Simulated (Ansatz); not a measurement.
Here is the system:

```
CELL_PARAMETERS angstrom
      4.23617     0.00000     0.00000
      0.00000     4.23617     0.00000
      0.00000     0.00000     2.69043
ATOMIC_POSITIONS crystal
  Si 0.00000 0.00000 0.00000
  Si 0.50000 0.50000 0.50000
  O  0.30656 0.30656 0.00000
  O  0.80656 0.19344 0.50000
  O  0.19344 0.80656 0.50000
  O  0.69344 0.69344 0.00000
```

No spin polarisation.

0.145 holes added to each cell, a density of 3.0×10^21 cm⁻³, with a uniform compensating background at fixed cell and a 300 K Fermi–Dirac width.

The values are results of PBE, PAW, 420 eV (Ansatz, a program for electronic structure; no SOC), not measurements. Settings: 11×11×17 k-points, 0.0259 eV Fermi–Dirac smearing.

### Question
Predict the Fermi level from band edge and gap character.

### Answer
Fermi level relative to the doped band's edge (positive inside the band; to 0.05 eV): +0.45 eV
Gap character: direct at Γ

Carriers are added with a uniform compensating background; total energy and stress of such cells depend on the potential's zero and are not compared; many-body gap narrowing is missing at this level. Whether these cells are dynamically stable was not tested. The cell was made from SiO2 in the rutile structure (space group P4_2/mnm, No. 136) by this change: holes 3.0×10^21 cm⁻³.
